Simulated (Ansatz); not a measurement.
BeCl2 (Ibam, No. 72)

Calculation: PBEsol (Ansatz, a first-principles code, PAW).

Run with plane-wave cutoff 520 eV, 10×10×10 k mesh, Fermi–Dirac smearing 0.01 eV, scalar-relativistic PAW data made under PBE.

Cell: relaxed at this level.

```json
{
 "band_gap": "6.30 eV (on the SCF k mesh)"
}
```

Note: the cell is over a tenth larger than the published one: the level's own overestimate first of all, though another phase or state, or a fault of the published cell, is possible; the cell has widely spaced layers and the level no dispersion term, so their spacing and the moduli can rest on weak binding.

Static lattice: no zero-point or thermal effects.

Cost on a shared machine: very roughly 4 core-minutes.
